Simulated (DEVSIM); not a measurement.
Device: abrupt Si n-p junction, at 300 K.

```tsv
layer (left to right)	material	thickness (μm)	Nd (cm⁻³)	Na (cm⁻³)	τn (s)	τp (s)
1	Si	0.210	6.6e17	-	2.6e-6	2.6e-6
2	Si	27.0	-	2.5e15	2.6e-6	2.6e-6
```

Left contact: ohmic. Right contact: ohmic. Voltage is applied to the left contact. Recombination: SRH at mid-gap, radiative, Auger. Mobility is constant in doping.

Constants are typed, rounded textbook-type inputs, not results; the design itself was drawn at random and stands for no fabricated device. Values at 300 K.

| parameter | Si |
|---|---|
| gap (eV) | 1.124 |
| affinity (eV) | 4.05 |
| permittivity | 11.7 |
| Nc (cm⁻³) | 2.86e19 |
| Nv (cm⁻³) | 3.1e19 |
| μn (cm²/Vs) | 1417 |
| μp (cm²/Vs) | 470 |
| B (cm³/s) | 4.7e-15 |
| Cn (cm⁶/s) | 2.8e-31 |
| Cp (cm⁶/s) | 9.9e-32 |

Model (solved in DEVSIM): 1D drift-diffusion, Boltzmann statistics, complete ionisation; no tunnelling, impact ionisation, image-force lowering or self-heating.

Problem. Give the dark forward current.

Solution. 
(V (V), J (A/cm²)): (-0.05, -4.2e-9); (-0.10, -1.8e-8); (-0.15, -7.7e-8); (-0.20, -3.9e-7); (-0.25, -2.2e-6); (-0.30, -1.4e-5); (-0.35, -9.5e-5); (-0.40, -0.00065); (-0.45, -0.0044); (-0.50, -0.030); (-0.55, -0.21); (-0.60, -1.3); (-0.65, -5.9); (-0.70, -19); (-0.80, -84); (-0.85, -140); (-0.90, -210); (-0.95, -300); (-1.00, -410); (-1.05, -530); (-1.10, -670); (-1.15, -830); (-1.20, -1000); (-1.25, -1200); (-1.30, -1400); (-1.35, -1600); (-1.40, -1900); (-1.45, -2100)
